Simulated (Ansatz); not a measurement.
# What each level gives and costs: SnSe (Pnma, 8 atoms in the cell)

Cell: a = 11.3798 Å, b = 4.0256 Å, c = 4.5862 Å, α = 90.00°, β = 90.00°, γ = 90.00°.

Program: Ansatz (a quantum-chemistry and plane-wave program), default PAW files made with PBE; each row names its functional.

Base settings: basis.ecutwfc = 420 eV; kpoints.mp_grid.grid = 1 3 3; kpoints.mp_grid.shift = 0.5 0.5 0.5; hamiltonian.xc = pbe0; hamiltonian.pseudopotentials = {kind: paw} (the program's default PAW files); scf.occupations.method = fixed.

Differences are taken from PBE0, a reference of convenience: it is no measurement, and no ranking of the functionals follows.

Core times come from one kind of shared machine and are given to one figure; runs under 30 s give none.

The starting cell comes from a database of computed structures (which also holds hypothetical and non-ambient phases and stackings), without a prior relaxation at this level. Its lattice was rescaled by a random factor within 2.5 % of one. In the base run, with a pressure of about 3 GPa the cell is away from its equilibrium volume at this level. Ansatz's pressure includes its estimate of the finite-basis (Pulay) stress. Another mesh or the band path of this cell gives a smaller gap, so this value is not converged in the mesh.

```csv
level,gap on the mesh less reference (eV),pressure less reference (GPa),largest difference in the force on any atom (eV/Å),core time / reference (rough)
PBE,-1.234,1.80,0.258,–
HSE06,-0.666,0.03,0.020,1
PBE0,0.000,0.00,0.000,1
```

Keys are those of Ansatz 0.2.
